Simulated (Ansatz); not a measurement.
ZnS (I-4m2), r2SCAN with spin-orbit coupling, rigid bands in Ansatz (a quantum-chemistry and plane-wave program): Condition of this run: uniaxial stress zz = 2 GPa (compression positive) (the target of the relaxation). band gap 2.62 eV, N_c = 2.29e18 cm⁻³ and N_v = 1.30e19 cm⁻³ at 300 K, conductivity masses along y (a = (0.00, 2.73, 2.60) Å; b = (2.73, 0.00, 2.60) Å; c = (2.73, 2.73, 0.00) Å) of 0.205 mₑ (electrons) and 0.771 mₑ (holes). Take k_BT = 0.02585 eV.

Q: Find the intrinsic carrier density and the intrinsic Fermi level.

A: n_i = √(N_c N_v) exp(−E_g/2k_BT) = 5.46e18 × exp(−50.67) = 5.4e-4 cm⁻³. The level lies (k_BT/2) ln(N_v/N_c) = 22 meV from mid-gap (positive towards the conduction band). Each 0.1 eV added to the gap lowers n_i by a factor of 6.9.

Q: What thermal injection velocity √(2k_BT/πm) limits a ballistic channel along the direction named?

A: 1.19e7 cm/s for electrons and 6.13e6 cm/s for holes, a ratio of √(m_h/m_e) = 1.94, for dilute carriers.

Rigid, parabolic bands with the computed gap; masses take one relaxation time for all states.
